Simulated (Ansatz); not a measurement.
Start from MoSi2 (space group I4/mmm, No. 139; relaxed with 0.1 eV smearing).

```yaml
crystal:
  lattice:
    - [-1.58700, 1.58700, 3.88936]
    - [1.58700, -1.58700, 3.88936]
    - [1.58700, 1.58700, -3.88936]
  atoms:
    - { symbol: Si, position: [0.66479, 0.66479, 0.00000] }
    - { symbol: Si, position: [0.33521, 0.33521, 0.00000] }
    - { symbol: Mo, position: [0.00000, 0.00000, 0.00000] }
```

Cartesian axes are those of the cell as printed.

Calculations: LDA, PAW, 420 eV (Ansatz, a first-principles code; scalar-relativistic without spin-orbit coupling).

Modification: a pure shear with ε_xz = ε_zx = 0.0143; the atoms relax in the strained cell.

How does this affect the stress?

The stress (xx, yy, zz, yz, xz, xy; compression positive) comes out as (0.2, 0.2, 0.2, 0.0, -6.0, 0.0) GPa.

Stability against distortions was not tested. All final runs are without spin polarisation.
